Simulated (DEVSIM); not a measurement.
Device: abrupt GaP p-n junction, at 350 K.

```csv
layer (left to right),material,thickness (μm),Nd (cm⁻³),Na (cm⁻³),τn (s),τp (s)
1,GaP,0.190,-,4.1e18,2.2e-7,2.2e-7
2,GaP,90.0,1.5e17,-,2.2e-7,2.2e-7
```

Left contact: ohmic. Right contact: ohmic. Voltage is applied to the left contact. Recombination: SRH at mid-gap, radiative, Auger. Mobility is μmin + (μ − μmin)/(1 + (N/Nref)^α).

Constants are typed, rounded textbook-type inputs, not results; the design itself was drawn at random and stands for no fabricated device. Values at 300 K; Nc and Nv go as T^1.5, mobilities as T to minus their exponent, the gap by Varshni's rule with the affinity fixed.

```csv
parameter,GaP
gap (eV),2.26
affinity (eV),3.8
permittivity,11.1
Nc (cm⁻³),1.8e19
Nv (cm⁻³),1.9e19
μn (cm²/Vs),250
μp (cm²/Vs),150
"μn,min",10
"μp,min",10
"Nref,n",4.4e18
"Nref,p",1e18
αn,0.8
αp,0.85
T exponent of μn,1.6
T exponent of μp,1.98
B (cm³/s),1e-13
Cn (cm⁶/s),1e-30
Cp (cm⁶/s),1e-30
Varshni α (eV/K),0.00058
Varshni β (K),372
```

DEVSIM, 1D drift-diffusion, Boltzmann statistics, complete ionisation; no tunnelling, impact ionisation, image-force lowering or self-heating.

Base results: dark forward voltage at 100 A/cm² (V) 2.100; potential step across the device at zero bias (V) 2.035; dark forward voltage at 1 A/cm² (V) 1.773; largest field in the device at zero bias (V/cm) 310000.

Question: What follows from this one change: thickness of layer 1 0.19 → 0.066 μm?

Answer: dark forward voltage at 100 A/cm² 2.100 → 2.082 V; potential step across the device at zero bias little changed (2.035 V); dark forward voltage at 1 A/cm² 1.773 → 1.748 V; largest field in the device at zero bias little changed (310000 V/cm).

Question: What follows from this one change: thickness of layer 2 90 → 270 μm?

Answer: dark forward voltage at 100 A/cm² 2.100 → 2.508 V; potential step across the device at zero bias little changed (2.035 V); dark forward voltage at 1 A/cm² 1.773 → 1.777 V; largest field in the device at zero bias little changed (310000 V/cm).

Question: What follows from this one change: temperature 350 → 400 K?

Answer: dark forward voltage at 100 A/cm² 2.100 → 2.066 V; potential step across the device at zero bias 2.035 → 1.970 V; dark forward voltage at 1 A/cm² 1.773 → 1.673 V; largest field in the device at zero bias little changed (300000 V/cm).

Question: What follows from this one change: doping Na of layer 1 4.1e+18 → 1.2e+17 cm^-3?

Answer: dark forward voltage at 100 A/cm² 2.100 → 2.000 V; potential step across the device at zero bias 2.035 → 1.928 V; dark forward voltage at 1 A/cm² 1.773 → 1.657 V; largest field in the device at zero bias 310000 → 200000 V/cm.

Question: What follows from this one change: constant mobility in place of the doping-dependent one?

Answer: dark forward voltage at 100 A/cm² 2.100 → 2.078 V; potential step across the device at zero bias little changed (2.035 V); dark forward voltage at 1 A/cm² 1.773 → 1.759 V; largest field in the device at zero bias little changed (310000 V/cm).
